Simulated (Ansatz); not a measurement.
System: PtCl2 (within 0.1 Å of Immm, No. 71, 6 atoms in the cell; start mp-1219748; a measured phase of this formula has another space group). Method: HSE06 (plane waves, PAW; Ansatz, a quantum-chemistry and plane-wave program).

Settings: plane-wave cutoff 460 eV, 6×6×4 k mesh (along the axes of the cell as run), Fermi–Dirac smearing 0.01 eV, scalar-relativistic PAW data made under PBE.

Cell (relaxed with PBE-D3(BJ)):

```
PtCl2
1.0
    5.84225    -1.72795    -0.16001
    5.84225     1.72795    -0.16001
   -2.06419     0.00000     6.93020
Pt Cl
2 4
Direct
  0.49999   0.49999   0.75001
  0.50001   0.50001   0.24999
  0.13910   0.13910   0.81918
  0.86090   0.86090   0.18082
  0.13912   0.13912   0.31918
  0.86088   0.86088   0.68082
```

Problem. Estimate the band gap, smallest direct gap on the k points sampled and Γ–Γ gap that the calculation returns.

Solution. 
* **band gap**: 2.24 eV
* **smallest direct gap on the k points sampled**: 2.40 eV
* **Γ–Γ gap**: 2.96 eV

Note: cell and atoms aren't relaxed at this level.

Spin–orbit coupling is not included.

A start named mp-… is a Materials Project structure, which need not be a measured phase.
